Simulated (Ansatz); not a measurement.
Ge on the Si site (Ge_Si) (3C silicon carbide host)

Computed with PBE, PAW (plane waves to 420 eV; Ansatz, a program for electronic structure). Details: 64-site cell; 2×2×2 shifted k-points; start: the Si site; energies good to tenths of an eV.

Neighbours after relaxation, in Å: of the Ge atom: C 1.97, C 1.97, C 1.97, C 1.97.

```tsv
charge	moment (μB)	largest move off a lattice site (Å)
0	not spin-polarised	0.07
```
